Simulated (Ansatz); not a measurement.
Input and output of a self-consistent single point for HfMg7 (P-6m2, 8 atoms in the cell) (Ansatz, an electronic-structure program).

Method: LDA (PW92), default PAW files made with PBE (plane waves; Ansatz).

```xyz
8
Lattice="6.4082 0.0000 0.0000 -3.2041 5.5496 0.0000 0.0000 0.0000 5.0653" Properties=species:S:1:pos:R:3 pbc="T T T"
Mg    -1.5915     2.7809     2.5327
Mg     0.0000     5.5375     2.5327
Mg     1.5915     2.7809     2.5327
Mg     0.0000     1.8159     0.0000
Mg    -1.6315     4.6417     0.0000
Mg     1.6315     4.6417     0.0000
Mg     3.2041     1.8499     0.0000
Hf     0.0000     0.0000     2.5327
```

Reference input (self-consistent single point, DFT, LDA (PW92), plane waves, default PAW files made with PBE): kpoints.mp_grid.grid = 5 5 5; hamiltonian.xc = lda; hamiltonian.pseudopotentials = {kind: paw} (the program's default PAW files); scf.occupations.method = methfessel_paxton; scf.occupations.width = 0.1 eV. This run's input differs from it in these lines:

Ansatz 0.2 input:
```diff
@@ -16,3 +16,3 @@
 kpoints:
-  mp_grid: { grid: [5, 5, 5] }
+  mp_grid: { grid: [6, 6, 6] }
 hamiltonian:
```

Output, abridged:

```
SCF iter   1: F=—  HF=-28787.183945 eV  |F-HF|=—  |Δ(HF+E_count)|=         —  Δρ=6.86e-3  dr2=7.98e-2  ethr=1.77e-3  ⟨swp⟩=7.8  Hψ=6185  notcnv=0
all-band conjugate gradients solve this SCF's bands
preconditioner: auto → Kerker (q_TF=auto, 2.457 Å⁻¹)
SCF iter   2: F=—  HF=-28787.149564 eV  |F-HF|=—  |Δ(HF+E_count)|=   3.44e-2  S|Δr|=    0.00e0  Δρ=2.60e-3  dr2=7.55e-3  ethr=8.31e-5  ⟨swp⟩=2.8  Hψ=3636  notcnv=0  defer=4
   [... lines left out ...]
SCF iter   5: F=—  HF=-28787.147508 eV  |F-HF|=—  |Δ(HF+E_count)|=   2.50e-5  S|Δr|=    0.00e0  Δρ=1.16e-4  dr2=3.96e-5  ethr=6.27e-7  ⟨swp⟩=2.0  Hψ=1788  notcnv=0  defer=4
SCF iter   6: F=—  HF=-28787.147474 eV  |F-HF|=—  |Δ(HF+E_count)|=   3.43e-5  S|Δr|=    0.00e0  Δρ=1.81e-5  dr2=1.05e-6  ethr=4.13e-8  ⟨swp⟩=2.0  Hψ=2061  notcnv=0  defer=4
SCF iter   7: F=-28787.147473 eV  HF=-28787.147473 eV  |F-HF|=5.91e-8  |Δ(HF+E_count)|=   9.11e-7  S|Δr|=    0.00e0  Δρ=7.44e-6  dr2=8.75e-8  ethr=1.04e-10  ⟨swp⟩=8.4  Hψ=8285  notcnv=0
SCF 1 converged in 7 iterations: F = -28787.147473 eV  dr2 = 8.75e-8
Stability not checked (fill_not_monotonic)
Free energy (F): -28787.147473 eV
Internal energy: -28787.142125 eV  (E = F + TS)
E sigma→0 (E₀):  -28787.146136 eV
Entropy (-TS):   -0.005347 eV (-0.668 meV/atom)
Fermi energy:    7.147926 eV
--- Forces (eV/Å), atoms counted from 1 ---
  atom   1  Mg     0.02161107     0.01247716     0.00000000
  atom   2  Mg    -0.00000000    -0.02495431     0.00000000
  atom   3  Mg    -0.02161107     0.01247716     0.00000000
  atom   4  Mg    -0.00000000    -0.15829389     0.00000000
   [... lines left out ...]
  atom   8  Hf    -0.00000000    -0.00000000     0.00000000
--- Stress (GPa, compression-positive) ---
       -2.633823      -0.000000      -0.000000
       -0.000000      -2.633823      -0.000000
       -0.000000      -0.000000      -3.089958
  P = ⅓ Tr σ = -2.7859 GPa (-27.859 kbar)
  The stress holds the Pulay correction. Without it, at fixed plane waves, as pw.x and ABINIT print it: P = -2.7917 GPa
```

The run converged in 7 iterations. Against the reference run the free energy is nearly the same (within 1 meV/atom), the pressure moves little (-2.78 to -2.79 GPa) and the largest force goes from 0.150 to 0.158 eV/Å.

The starting cell comes from a database of computed structures (which also holds hypothetical and non-ambient phases and stackings), without a prior relaxation at this level. Ansatz's pressure includes its estimate of the finite-basis (Pulay) stress.
